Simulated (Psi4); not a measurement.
Psi4 1.11, unrestricted TPSS/def2-svp: [CH2]CNC, charge 0, multiplicity 2, 12 atoms. The geometry is a generated start, not checked to be a minimum at this level.

```json
{
 "task": "energy",
 "method": "tpss",
 "basis": "def2-svp",
 "memory": "3 GB",
 "maxiter": "100",
 "keys_of_the_molecule_block": "symmetry c1",
 "scf_type": "df (default)",
 "diis_max_vecs": "10 (default)",
 "e_convergence": "1e-06 (default)",
 "d_convergence": "1e-06 (default)",
 "dft_radial_points": "75 (default)",
 "dft_spherical_points": "302 (default)",
 "basis_functions": "96",
 "grid_points": "256679"
}
```

```xyz
12

C      1.9470     0.3838     0.1365
C      0.5061     0.5992    -0.0441
N     -0.3058    -0.4983     0.4484
C     -1.6631    -0.5015    -0.0518
H      2.3555    -0.6069     0.0995
H      2.6044     1.2081     0.3094
H      0.1876     1.5141     0.4748
H      0.2957     0.7791    -1.1282
H      0.1522    -1.3826     0.2557
H     -2.2075    -1.3194     0.4161
H     -1.7328    -0.6129    -1.1460
H     -2.1392     0.4373     0.2298
```

Charge 0 and multiplicity 2 are set for this test and not shown to be the ground state.

With the defaults (diis = true, scf_initial_accelerator = adiis, damping_percentage = 0, guess = auto, which took SAD, diis_start = 1, level_shift = 0, level_shift_cutoff = 0.01) it converges in 10 SCF iterations. One run each on 2 threads, with these changes:…
- scf_initial_accelerator = ediis
- damping_percentage = 60
- diis = false, scf_initial_accelerator = none, damping_percentage = 60
- diis_start = 4
- guess = core
- level_shift = 0.5, level_shift_cutoff = 0.001
- guess = sap
- guess = gwh
- guess = sadno

Question: Which of these changes keep the SCF from converging, or lead it to another solution?

Answer: No convergence: diis = false, scf_initial_accelerator = none, damping_percentage = 60 (the run ends without SCF convergence in 100 iterations). The rest reach the solution of the defaults.

```csv
setting,SCF iterations,end
the defaults,10,same solution
scf_initial_accelerator = ediis,10,same solution
"level_shift = 0.5, level_shift_cutoff = 0.001",10,same solution
guess = sadno,11,same solution
guess = sap,12,same solution
guess = gwh,13,same solution
guess = core,14,same solution
diis_start = 4,16,same solution
damping_percentage = 60,80,same solution
"diis = false, scf_initial_accelerator = none, damping_percentage = 60",100,no convergence
```
